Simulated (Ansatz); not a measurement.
O on the 1x1 (110) surface of bcc W, one in a 1x1 cell, energies for each (7.2 Å²). Energies are against ½ O2(g), without zero-point or thermal terms; each row is named by its start.

The numbers are results of PBE (plane waves to 420 eV, PAW; Ansatz, a program for electronic structure), not measurements.

Model: 5-atom slab, 6.6 Å thick at the start under the adsorbate (thin: gaps and levels are the slab's own), 12x12x1 mesh, Fermi-Dirac 0.1 eV, dipole correction, 2 atoms held, the rest relaxed; each run with such symmetry as its start has; spin where the adsorbate may keep a moment, no spin-orbit, no U, no dispersion correction.

A negative adsorption energy means that the adsorbate is more stable on the surface than in its reference. Heights count from the host atoms within 0.3 Å of the top one.

```tsv
starting site	E_ads (eV)	height (Å)	nearest host atom (Å)	bonded to	Δ work function (eV)	lateral drift (Å)	moment (μB)
top W	-2.41	1.71	W 1.71	W	3.10	0.0	0.0
hollow W-W-W	-3.88	1.20	W 2.01	3 W	1.50	0.0	–
bridge W-W (span 2.8 Å)	-3.02	1.38	W 1.95	2 W	2.45	0.0	–
bridge W-W (span 3.2 Å)	-3.10	1.19	W 1.99	4 W	0.94	0.0	–
```
